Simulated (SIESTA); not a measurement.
Worked example: self-consistent single point of TaB₂Mo (P1, 4 atoms in the cell) in SIESTA.

Computed with SIESTA with GGA PBEsol, numerical atomic orbitals TZP, PseudoDojo PBEsol standard norm-conserving potentials (rewritten from UPF to PSML).

```
CELL_PARAMETERS angstrom
      3.12205     0.00000     0.00000
      0.00000     1.61160     4.28446
      0.00000    -1.61160     4.28446
ATOMIC_POSITIONS crystal
  Ta 0.97703 0.15645 0.12691
  B  0.51208 0.55067 0.55236
  B  0.01548 0.45260 0.42874
  Mo 0.49541 0.84029 0.89198
```

Reference input (self-consistent single point, DFT, LDA PW92, numerical atomic orbitals TZP, PseudoDojo LDA standard norm-conserving potentials (rewritten from UPF to PSML)): XC.functional = LDA; XC.authors = PW92; potentials = PseudoDojo LDA standard; PAO.BasisSize = TZP; PAO.EnergyShift = 0.005 Ry; MeshCutoff = 350 Ry; kgrid.MonkhorstPack = 7 7 7; OccupationFunction = FD; ElectronicTemperature = 0.1 eV; MaxSCFIterations = 150; SCF.Mixer.Method = Pulay; SCF.Mixer.Weight = 0.25. This run's input differs from it in these lines:

```diff
@@ -1,2 +1,2 @@
-# files in the folder: Ta.psml B.psml Mo.psml (PseudoDojo LDA standard)
+# files in the folder: Ta.psml B.psml Mo.psml (PseudoDojo PBEsol standard)
 SystemName  TaB2Mo
@@ -25,4 +25,4 @@
 
-XC.functional                LDA
-XC.authors                   PW92
+XC.functional                GGA
+XC.authors                   PBEsol
 PAO.BasisSize                TZP
```

Log, with long lists cut:

```
        iscf     Eharris(eV)        E_KS(eV)     FreeEng(eV)     dDmax    Ef(eV) dHmax(eV)
   scf:    1    -3780.664430    -3832.802737    -3832.848023  1.566897 -3.947605 12.893662
   scf:    2    -3846.928495    -3843.692269    -3843.740188  0.236152 -4.679712  5.551841
   scf:    3    -3844.461487    -3844.451035    -3844.498090  0.077061 -4.803807  2.090990
   scf:    4    -3844.650826    -3844.599722    -3844.647654  0.032027 -4.928660  0.934995
   scf:    5    -3844.637702    -3844.625472    -3844.673771  0.031054 -5.016716  0.156026
   [... 2 lines left out ...]
   scf:    8    -3844.627201    -3844.627282    -3844.675701  0.001012 -5.048775  0.014532
   scf:    9    -3844.627304    -3844.627299    -3844.675715  0.000251 -5.048886  0.000947
   scf:   10    -3844.627294    -3844.627296    -3844.675715  0.000276 -5.049218  0.000394
   scf:   11    -3844.627297    -3844.627297    -3844.675715  0.000041 -5.049257  0.000246
SCF Convergence by DM+H criterion
max |DM_out - DM_in|         :     0.0000408808
max |H_out - H_in|      (eV) :     0.0002455306
SCF cycle converged after 11 iterations

Using DM_out to compute the final energy and forces

siesta: E_KS(eV) =            -3844.6273

siesta: E_KS - E_eggbox =     -3844.6273

siesta: Atomic forces (eV/Ang):
     1    1.329309   -0.998544    1.644451
     2   -0.821448   -0.060427    1.032589
     3   -0.684048   -0.935656   -0.212360
     4    0.171090    1.994161   -2.465347
   Tot   -0.005096   -0.000466   -0.000668
   Max    2.465347
   Res    1.247845    sqrt( Sum f_i^2 / 3N )
   Max    2.465347    constrained

Stress tensor Voigt[x,y,z,yz,xz,xy] (kbar):        4.78      -10.66      -35.40       37.11      -17.93        1.22
(Free)E + p*V (eV/cell)    -3844.3055
   [... lines left out ...]
siesta: FreeEng =     -3844.675715
   [... lines left out ...]
siesta:     0.002982    0.000759   -0.011192
siesta:     0.000759   -0.006653    0.023160
siesta:    -0.011191    0.023160   -0.022092

siesta: Cell volume =         43.114568 Ang**3

siesta: Pressure (static):
siesta:                Solid            Molecule  Units
siesta:           0.00009353          0.00124231  Ry/Bohr**3
siesta:           0.00858772          0.11406379  eV/Ang**3
siesta:          13.75904732        182.75033142  kBar
```

The run converged in 11 iterations. Against the reference run the pressure goes from -4.74 to 1.38 GPa and the largest force goes from 3.036 to 3.176 eV/Å.

The starting cell comes from a database of computed structures (which also holds hypothetical and non-ambient phases and stackings), without a prior relaxation at this level. Its atoms were displaced at random from the sites of space group no. 38. Spin polarisation is off. Values carry the incompleteness of an atom-centred basis. Forces in this geometry exceed 1 eV/Å.

Cost on one core of a shared machine: roughly 3 min.
